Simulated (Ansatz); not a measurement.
An Ansatz (a first-principles code) input (r2SCAN (Ansatz; PAW; 500 eV plane waves; no spin-orbit coupling), earlier PAW set):

Ansatz 0.2 input:
```yaml
crystal:
  lattice:
    - [2.517494448, 0, 0]
    - [0, 3.5602747916, 0]
    - [0, 0, 20.0349888961]
  atoms:
    - { symbol: C, position: [0.25, 0.75, 0.3743451039] }
    - { symbol: C, position: [0.75, 0.5, 0.3743451039] }
    - { symbol: C, position: [0.75, 1.25, 0.437172552] }
    - { symbol: C, position: [1.25, 1, 0.437172552] }
    - { symbol: C, position: [1.25, 1.75, 0.5] }
    - { symbol: C, position: [1.75, 1.5, 0.5] }
    - { symbol: C, position: [1.75, 2.25, 0.562827448] }
    - { symbol: C, position: [2.25, 2, 0.562827448] }
    - { symbol: C, position: [2.25, 2.75, 0.6256548961] }
    - { symbol: C, position: [2.75, 2.5, 0.6256548961] }
basis: { ecutwfc: 500, ecutrho_ratio: 4, xc_grid: 4, fft_grid_basis: typed }
kpoints: { mp_grid: { grid: [13, 9, 1] } }
hamiltonian:
  xc: r2scan
  dispersion: none
  pseudopotentials: { azcp: { folder: ./paw }, kind: paw }
scf: { occupations: { method: fermi_dirac, width: 0.05 }, convergence: { dr2_threshold: 0.000000001 } }
relax: { f_tol: 0.01, max_steps: 50 }
output: { forces: true, stress: true }
checkpoint: { write: state.ck, write_every: 1000 }
```

Q: Which symmetry and how many k-points will the program report, and about how many plane waves at Γ?

A: Space group Pmma (ITA 51) with 8 operations, k-points 35 of 117, and 4569 plane waves at Γ.

No phonon test of stability was made. The cell was made from C in the diamond structure (space group Fd-3m, No. 227) by this change: a free-standing slab of 5 layers (10 atoms, 2 a layer) is cut normal to [110], with 15 Å of vacuum and the in-plane cell held at bulk.
